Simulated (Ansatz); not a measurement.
Take MoS$_{2}$ (space group P6_3/mmc, No. 194; a = 3.1493 Å, c = 12.0895 Å; layered, stacked along the Cartesian z axis) as the base. Axes: x lies along a and z along c of the hexagonal cell.

Calculations: PBE-D3(BJ)/PAW in Ansatz (a first-principles code), no spin-orbit coupling.

One thing is altered: the cell is scaled by 1.0180 in all directions, atoms relaxed at fixed cell.

### Question
Predict the stress tensor and what it implies for the stiffness.

### Answer
Stress of the strained cell less that of the base (GPa, compression positive):
```
  -4.83    0.00    0.00
   0.00   -4.83    0.00
   0.00    0.00   -1.14
```

Then B = −ΔP/(ΔV/V₀) with ΔV/V₀ = 0.0550 gives secant stiffness values (nonlinear terms included at this strain): B (at held cell shape, above the free-shape value) ≈ 66 GPa.

As a check, the harmonic strain energy −½ V₀ Δσ:ε is 11 meV/atom; the computed energy rise is 11 meV/atom.

Whether these cells are dynamically stable was not tested.
